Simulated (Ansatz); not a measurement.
## InP: response to strain

The parent structure is InP in the zinc blende structure (space group F-43m, No. 216; a = 5.8269 Å). Axes: x, y, z lie along the cube axes.

Strains are applied to the cell and any free atomic positions relax.

The values are results of DFT with LDA, PAW potentials and a 420 eV plane-wave cutoff in Ansatz (an electronic-structure program), without spin-orbit coupling, not measurements.

```json
[
 {"change": "base", "band gap": "0.58 eV", "volume per atom": "24.73 Å³", "electron mass": "0.046 mₑ (at Γ)"},
 {"change": "uniaxial strain ε_zz = −3.00 %", "band gap": "0.64 eV", "volume per atom": "23.99 Å³", "electron mass": "0.052 mₑ along z, 0.060 mₑ across (at Γ)"},
 {"change": "uniaxial strain ε_zz = −2.50 %", "band gap": "0.63 eV", "volume per atom": "24.11 Å³", "electron mass": "0.051 mₑ along z, 0.057 mₑ across (at Γ)"},
 {"change": "uniaxial strain ε_zz = −2.00 %", "band gap": "?", "volume per atom": "24.24 Å³", "electron mass": "?"},
 {"change": "uniaxial strain ε_zz = −0.50 %", "band gap": "0.59 eV", "volume per atom": "24.61 Å³", "electron mass": "0.048 mₑ (at Γ)"},
 {"change": "uniaxial strain ε_zz = +0.50 %", "band gap": "0.54 eV", "volume per atom": "24.85 Å³", "electron mass": "0.044 mₑ (at Γ)"},
 {"change": "uniaxial strain ε_zz = +1.00 %", "band gap": "0.51 eV", "volume per atom": "24.98 Å³", "electron mass": "0.044 mₑ along z, 0.041 mₑ across (at Γ)"},
 {"change": "uniaxial strain ε_zz = +1.50 %", "band gap": "0.47 eV", "volume per atom": "25.10 Å³", "electron mass": "0.043 mₑ along z, 0.038 mₑ across (at Γ)"},
 {"change": "uniaxial strain ε_zz = +2.00 %", "band gap": "0.44 eV", "volume per atom": "25.22 Å³", "electron mass": "0.042 mₑ along z, 0.036 mₑ across (at Γ)"},
 {"change": "uniaxial strain ε_zz = +2.50 %", "band gap": "0.40 eV", "volume per atom": "25.35 Å³", "electron mass": "0.041 mₑ along z, 0.033 mₑ across (at Γ)"}
]
```

Q: Complete the table.

A: 
- uniaxial strain ε_zz = −2.00 %, band gap: 0.62 eV
- uniaxial strain ε_zz = −2.00 %, electron mass: 0.050 mₑ along z, 0.055 mₑ across (at Γ)

Masses are band curvatures over ±0.01 Å⁻¹ around the edge. Stability against distortions was not tested.
